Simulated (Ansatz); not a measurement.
Data:

End structure of S on the 1x1 (100) surface of fcc Cu, one in a 2x2 cell, started at the site 'hollow Cu-Cu-Cu-Cu over Cu at depth 1.8 Å':

```
CELL_PARAMETERS angstrom
      5.13360     0.00000     0.00000
      0.00000     5.13360     0.00000
      0.00000     0.00000    24.50000
ATOMIC_POSITIONS crystal
  Cu 0.25000 0.25000 0.39086
  Cu 0.25000 0.75000 0.39086
  Cu 0.75000 0.25000 0.39086
  Cu 0.75000 0.75000 0.39086
  Cu 0.00000 0.00000 0.46272
  Cu 0.00000 0.50000 0.46272
  Cu 0.50000 0.00000 0.46272
  Cu 0.50000 0.50000 0.46272
  Cu 0.25000 0.25000 0.53481
  Cu 0.25000 0.75000 0.53656
  Cu 0.75000 0.25000 0.53656
  Cu 0.75000 0.75000 0.53962
  Cu 0.99672 0.99672 0.61112
  Cu 0.99672 0.50328 0.61112
  Cu 0.50328 0.99672 0.61112
  Cu 0.50328 0.50328 0.61112
  S  0.25000 0.25000 0.66592
```

Model: 17-atom slab, 5.3 Å thick at the start under the adsorbate (thin: gaps and levels are the slab's own), 6x6x1 mesh, Fermi-Dirac 0.1 eV, dipole correction, 8 atoms held, the rest relaxed; symmetry of the start imposed; spin-polarised, no spin-orbit, no U, no dispersion correction. The starting moment vanished. At the end it is bonded to 4 Cu. In PBE it is, or lies within 0.03 eV of, the lowest of the starts that converged.

A negative adsorption energy means that the adsorbate is more stable on the surface than in its reference.

Q: Give the work function of the top face at the level Ansatz (a program for electronic structure) with PBE.

A: 5.11 eV

Q: Give the adsorption energy against ⅛ S8(g) at the level PBE.

A: -1.93 eV

Q: Give the change of the step from the bottom to the top vacuum level, against the clean slab at the level PBE.

A: 0.63 eV

Q: Give the change of the work function at the level PBE.

A: 0.57 eV
